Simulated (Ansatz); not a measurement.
Input and output of a self-consistent single point for MgPd (P4mm, 2 atoms in the cell) (Ansatz, an electronic-structure program).

Level of theory: LDA (PW92), default PAW files made with PBE (plane waves; Ansatz).

```
MgPd
1.0
    3.13960     0.00000     0.00000
    0.00000     3.13960     0.00000
    0.00000     0.00000     3.13960
Mg Pd
1 1
Direct
  0.00000   0.00000   0.01593
  0.50000   0.50000   0.50000
```

Reference input (self-consistent single point, DFT, LDA (PW92), plane waves, default PAW files made with PBE): basis.ecutwfc = 30.9 Ry; kpoints.mp_grid.grid = 11 11 11; hamiltonian.xc = lda; hamiltonian.pseudopotentials = {kind: paw} (the program's default PAW files); scf.occupations.method = gaussian; scf.occupations.width = 0.0073 Ry. This run's input differs from it in these lines:

Ansatz 0.2 input:
```diff
@@ -11,3 +11,3 @@
 kpoints:
-  mp_grid: { grid: [11, 11, 11] }
+  mp_grid: { grid: [18, 18, 18] }
 hamiltonian:
@@ -16,3 +16,3 @@
 scf:
-  occupations: { method: gaussian, width: 0.0073 Ry }
+  occupations: { method: methfessel_paxton, width: 0.0367 Ry }
 output:
```

Output, abridged:

```
SCF iter   1: F=—  HF=-8747.649334 eV  |F-HF|=—  |Δ(HF+E_count)|=         —  Δρ=1.15e-2  dr2=3.36e-2  ethr=1.77e-3  ⟨swp⟩=4.9  Hψ=41740  notcnv=0
all-band conjugate gradients solve this SCF's bands
preconditioner: auto → none
SCF iter   2: F=—  HF=-8747.641038 eV  |F-HF|=—  |Δ(HF+E_count)|=   8.30e-3  S|Δr|=    0.00e0  Δρ=5.51e-3  dr2=9.08e-3  ethr=1.20e-4  ⟨swp⟩=1.8  Hψ=19694  notcnv=0
SCF iter   3: F=—  HF=-8747.638856 eV  |F-HF|=—  |Δ(HF+E_count)|=   2.18e-3  S|Δr|=    0.00e0  Δρ=6.45e-4  dr2=4.42e-5  ethr=3.24e-5  ⟨swp⟩=2.4  Hψ=14316  notcnv=0
SCF iter   4: F=—  HF=-8747.638843 eV  |F-HF|=—  |Δ(HF+E_count)|=   1.23e-5  S|Δr|=    0.00e0  Δρ=1.58e-4  dr2=6.90e-6  ethr=1.58e-7  ⟨swp⟩=2.1  Hψ=16964  notcnv=0
SCF iter   5: F=—  HF=-8747.638843 eV  |F-HF|=—  |Δ(HF+E_count)|=   6.40e-7  S|Δr|=    0.00e0  Δρ=2.65e-5  dr2=1.25e-7  ethr=2.47e-8  ⟨swp⟩=2.0  Hψ=12405  notcnv=0
SCF iter   6: F=-8747.638843 eV  HF=-8747.638843 eV  |F-HF|=1.15e-8  |Δ(HF+E_count)|=   1.50e-8  S|Δr|=    0.00e0  Δρ=6.73e-6  dr2=1.56e-8  ethr=3.57e-10  ⟨swp⟩=5.0  Hψ=38420  notcnv=0
SCF 1 converged in 6 iterations: F = -8747.638843 eV  dr2 = 1.56e-8
Stability not checked (fill_not_monotonic)
Free energy (F): -8747.638843 eV
Internal energy: -8747.628976 eV  (E = F + TS)
E sigma→0 (E₀):  -8747.636376 eV
Entropy (-TS):   -0.009866 eV (-4.933 meV/atom)
Fermi energy:    13.734208 eV
--- Forces (eV/Å), atoms counted from 1 ---
  atom   1  Mg     0.00000000     0.00000000    -0.20751083
  atom   2  Pd    -0.00000000     0.00000000     0.20781944
--- Stress (GPa, compression-positive) ---
       -3.687974       0.000000       0.000000
        0.000000      -3.687974       0.000000
        0.000000       0.000000      -3.779138
  P = ⅓ Tr σ = -3.7184 GPa (-37.184 kbar)
  The stress holds the Pulay correction. Without it, at fixed plane waves, as pw.x and ABINIT print it: P = -3.7350 GPa
```

The run converged in 6 iterations. Against the reference run the free energy drops by 4.4 meV/atom, the pressure goes from -3.49 to -3.72 GPa and the largest force hardly changes (0.207 to 0.208 eV/Å).

The starting cell comes from a database of computed structures (which also holds hypothetical and non-ambient phases and stackings), without a prior relaxation at this level. Its lattice was rescaled by up to half a per cent. One atom was moved a little off its site on purpose. Spin polarisation is off. With a pressure of about -4 GPa the cell is away from its equilibrium volume at this level. Ansatz's pressure includes its estimate of the finite-basis (Pulay) stress.
